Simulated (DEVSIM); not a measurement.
**In0.52Al0.48As/In0.53Ga0.47As p-n heterojunction**

Structure: In0.52Al0.48As/In0.53Ga0.47As p-n heterojunction, at 300 K.

```
layer (left to right)        material  thickness (μm)  Nd (cm⁻³)  Na (cm⁻³)  τn (s)   τp (s)
---------------------  --------------  --------------  ---------  ---------  ------  -------
1                      In0.52Al0.48As           0.650          -     3.7e16   6e-10    6e-10
2                      In0.53Ga0.47As            2.00     9.8e15          -   6e-10  1.8e-11
```

Left contact: ohmic. Right contact: ohmic. Voltage is applied to the left contact. Recombination: SRH at mid-gap, Auger. Mobility is μmin + (μ − μmin)/(1 + (N/Nref)^α).

The device is made up for the run: typed textbook-type constants, with dimensions and the other settings drawn at random. Values at 300 K.

| parameter | In0.52Al0.48As | In0.53Ga0.47As |
|---|---|---|
| gap (eV) | 1.45 | 0.74 |
| affinity (eV) | 4 | 4.51 |
| permittivity | 12.5 | 13.9 |
| Nc (cm⁻³) | 5.1e17 | 2.1e17 |
| Nv (cm⁻³) | 1.1e19 | 7.7e18 |
| μn (cm²/Vs) | 4000 | 12000 |
| μp (cm²/Vs) | 75 | 300 |
| μn,min | 800 | 300 |
| μp,min | 10 | 10 |
| Nref,n | 3e16 | 1.3e17 |
| Nref,p | 1e17 | 4.9e17 |
| αn | 1.1 | 0.48 |
| αp | 0.6 | 0.4 |
| Cn (cm⁶/s) | 1e-30 | 5e-29 |
| Cp (cm⁶/s) | 1e-30 | 5e-29 |

Simulated with DEVSIM: 1D drift-diffusion, Boltzmann statistics, complete ionisation; no tunnelling, impact ionisation, image-force lowering or self-heating. Band offsets follow the typed affinities; no thermionic-emission limit at abrupt steps, no polarisation charge.

```yaml
potential_step_across_the_device_at_zero_bias: 0.714 V
largest_field_in_the_device_at_zero_bias: 42000 V/cm
Dark forward voltage at 1 A/cm²: 0.274 V
Dark forward voltage at 100 A/cm²: 0.535 V
```

Dark forward current:

```json
[
 {"V (V)": "0.05", "J (A/cm²)": "0.0035"},
 {"V (V)": "0.10", "J (A/cm²)": "0.015"},
 {"V (V)": "0.15", "J (A/cm²)": "0.053"},
 {"V (V)": "0.25", "J (A/cm²)": "0.57"},
 {"V (V)": "0.30", "J (A/cm²)": "1.9"},
 {"V (V)": "0.35", "J (A/cm²)": "5.9"},
 {"V (V)": "0.40", "J (A/cm²)": "16"},
 {"V (V)": "0.45", "J (A/cm²)": "36"},
 {"V (V)": "0.55", "J (A/cm²)": "120"},
 {"V (V)": "0.60", "J (A/cm²)": "190"},
 {"V (V)": "0.65", "J (A/cm²)": "270"},
 {"V (V)": "0.70", "J (A/cm²)": "380"},
 {"V (V)": "0.80", "J (A/cm²)": "650"},
 {"V (V)": "0.85", "J (A/cm²)": "800"},
 {"V (V)": "0.90", "J (A/cm²)": "970"},
 {"V (V)": "0.95", "J (A/cm²)": "1100"},
 {"V (V)": "1.00", "J (A/cm²)": "1300"},
 {"V (V)": "1.10", "J (A/cm²)": "1700"},
 {"V (V)": "1.15", "J (A/cm²)": "1900"},
 {"V (V)": "1.20", "J (A/cm²)": "2100"}
]
```
